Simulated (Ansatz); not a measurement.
CaO: point defects

The parent structure is a 16-atom supercell of CaO in the rock salt structure (space group Fm-3m, No. 225; a = 4.8307 Å) at its relaxed geometry.

One neutral defect a cell, atoms relaxed at fixed cell.

Computed with PBE/PAW in Ansatz (a quantum-chemistry and plane-wave program), scalar-relativistic without spin-orbit coupling.

| change | largest displacement of a host atom from its site in the perfect cell | pressure |
|---|---|---|
| perfect supercell | – | 0.0 GPa |
| O on a Ca site (antisite), symmetric start | 0.14 Å | 0.3 GPa |
| C on a O site | [?] | 3.6 GPa |
| O vacancy, symmetric start | 0.03 Å | 2.4 GPa |
| Ca interstitial (started 1.89 Å from the nearest host atom) | [?] | 12.2 GPa |

### Question
What belongs in the blanks?

### Answer

- C on a O site, largest displacement of a host atom from its site in the perfect cell: 0.06 Å
- Ca interstitial (started 1.89 Å from the nearest host atom), largest displacement of a host atom from its site in the perfect cell: 0.33 Å

The magnetic state is the one reached from the starting moments; the real material's order can differ, and small cells can't hold many antiferromagnetic ones. In so small a cell the defect repeats every few ångströms: this is an ordered compound, not a dilute defect. A case with no gap was solved on a k-mesh chosen for an insulator, which is coarse for it. Defects with a symmetric start kept the site's symmetry and may sit on a saddle; the others started slightly shaken. Seeded moments were not kept for O vacancy and Ca interstitial (started 1.89 Å from the nearest host atom).
